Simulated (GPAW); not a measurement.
How far to go with the plane-wave cutoff: Eu (Im-3m, 1 atom in the cell)

```xyz
1
Lattice="-2.2786 2.2786 2.2786 2.2786 -2.2786 2.2786 2.2786 2.2786 -2.2786" Properties=species:S:1:pos:R:3 pbc="T T T"
Eu     0.0000     0.0000     0.0000
```
Moments meant for the start (each program seeds them in its own way; μB, in the order of the atoms Eu): 7.0.

Method: PBE, GPAW PAW datasets PBE (gpaw-data 1.0.1) (plane waves; GPAW 25.7.0).

Base settings: spinpol = true; mode = pw; ecut = 800 eV; xc = PBE; kpts = 4 4 4; mesh shift (steps) = 0 0 0; occupations.name = methfessel-paxton; occupations.width = 0.1 eV; occupations.order = 0; nbands = -7.

The second cell is the first with its lattice scaled by 0.98.

The mesh stays at the base's, so the ladder's end is converged at best in this setting alone.

Only quantities that move along the ladder and can be compared are tabulated.

The count of work is k-points × plane waves × bands × iterations; it is no time. 

The starting cell has typed, rounded lattice constants, without a prior relaxation at this level. Its lattice was rescaled by up to half a per cent. With one magnetic atom in the cell only a parallel order is possible. With U or open f shells several self-consistent states can exist. The f electrons are in the valence without U or exact exchange, which can misplace them near the Fermi level. Spin-orbit terms, which matter for f shells, are left out. Without a gap this mesh is coarse (it stands for a supercell whose shortest vector is 16 Å).

```tsv
ecut	free energy less the last step's (meV/atom)	energy of the compressed cell less the first (meV/atom)	pressure (GPa)	count of work / last
280 eV	318.57	-15.66	-2.04	0.084
320 eV	282.97	-15.06	-1.90	0.067
360 eV	218.59	-9.63	-2.66	0.060
400 eV	142.83	-12.99	-2.74	0.084
440 eV	80.18	-11.88	-2.20	0.12
480 eV	45.57	-11.42	-1.56	0.11
560 eV	32.23	-10.80	-1.03	0.19
640 eV	25.37	-10.63	-1.17	0.19
720 eV	12.76	-10.63	-1.19	0.24
800 eV	7.12	-10.48	-0.99	0.34
880 eV	6.55	-10.55	-1.01	0.30
960 eV	5.39	-10.57	-1.03	0.36
1080 eV	2.36	-10.46	-1.01	0.37
1200 eV	1.65	-10.46	-0.92	0.70
1400 eV	0.91	-10.47	-0.98	0.82
1600 eV	0.39	-10.51	-0.95	0.84
1920 eV	0.00	-10.47	-0.98	1.0
```

Coarsest ecut that holds the energy of the compressed cell less the first within 0.2 meV/atom of the last step, with all finer ones: 640 eV, at 0.19 of the last step's count of work; the step before is off by 0.33 meV/atom.

State of the free energy at the end of the ladder: still drifting one way, by 0.91 meV/atom over the last two steps, so the last step is no safe reference.

Coarsest ecut that holds the pressure within 0.1 GPa of the last step, with all finer ones: 800 eV, at 0.34 of the last step's count of work; the step before is off by 0.21 GPa.

The energy difference between the two cells stays within 1 meV/atom of the last step's from 480 eV on, the total only from 1400 eV on: much of the error is common to both cells and cancels.

Two neighbours can agree and both be off: 800 eV and 880 eV differ by 0.58 meV/atom in the free energy, yet lie about 6.5 meV/atom from the last step.

At the lowest cutoff the pressure lies 1.1 GPa under the last step's, the usual sign of Pulay stress in an incomplete plane-wave basis.
